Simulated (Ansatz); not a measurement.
Levels about the gap of amorphous Si₂₄O₄₉K₂ (75 atoms in a cell of 1154 Å³, 2.21 g/cm³; zone centre alone, so wide bands show as single levels with stretches between that a denser mesh fills), at the geometry that PBE relaxed, where it gives -1.9 GPa on a denser mesh. Exact exchange is cut at the faces of this small cell, which leaves a finite-size error. The participation number counts the atoms over which a state spreads; weights are charges in smoothed Voronoi cells. The levels come from a single point, so bond lengths are those of that geometry. Method of the levels: HSE06, scalar-relativistic without spin-orbit coupling (Ansatz, a quantum-chemistry and plane-wave program). Sampling: the zone centre alone; Fermi-Dirac width 0.01 eV; collinear spin, started from moments on atoms (the moments died out). At PBE the levels at the filled edge of the gap are localised (band-tail or defect states), and the nearest spread-out levels lie 5.0 eV apart at the zone centre.

The cell was made by melting and quenching with the CHGNet potential and then relaxed with DFT. O atoms were pushed apart under 1.9 Å during the dynamics, to hinder bonds among them. The hot cell started wider than the set density and was brought back towards it in steps. It is the lowest in DFT energy of 2 quenches. It is a model cell: composition and starting density were chosen by hand, and all elements were melted together. No dispersion term was used. Its density started from a set value of 2.21 and ended at 2.21 g/cm³. The quench (nominally 480 K/ps over its main leg) was far faster than any real one, so the model tends to hold more defects than a real film. A cell of this size samples the disorder only roughly. The volume was held where the preparation left it and the shape relaxed, at a PBE pressure of -1.9 GPa (tension). Stress components on the final sampling reach 1.9 GPa.

```
E - E(highest filled), eV  filling  spin  participation number        largest on  weight O  weight Si  weight K
-------------------------  -------  ----  --------------------  ----------------  --------  ---------  --------
-1.59                       filled    dn                   2.1   O, 1 neighbours      0.88       0.12      0.00
-1.40                       filled    up                   1.5   O, 3 neighbours      0.94       0.05      0.01
-1.40                       filled    dn                   1.5   O, 3 neighbours      0.94       0.05      0.01
-0.03                       filled    up                   1.4   O, 1 neighbours      0.93       0.07      0.00
-0.03                       filled    dn                   1.4   O, 1 neighbours      0.93       0.07      0.00
0.00                        filled    up                   1.4   O, 1 neighbours      0.93       0.07      0.00
0.00                        filled    dn                   1.4   O, 1 neighbours      0.93       0.07      0.00
3.80                         empty    dn                  63.2   K, 7 neighbours      0.69       0.26      0.05
3.80                         empty    up                  63.2   K, 7 neighbours      0.69       0.26      0.05
5.31                         empty    dn                  35.6  Si, 4 neighbours      0.66       0.29      0.05
5.31                         empty    up                  35.6  Si, 4 neighbours      0.66       0.29      0.05
5.42                         empty    dn                  31.5  Si, 4 neighbours      0.62       0.36      0.02
5.42                         empty    up                  31.5  Si, 4 neighbours      0.62       0.36      0.02
5.59                         empty    dn                  31.7   O, 2 neighbours      0.64       0.31      0.05
```

Most localised among these is the filled level at -0.00 eV, on a O atom, which has 1 neighbours (Si 1.54 Å).
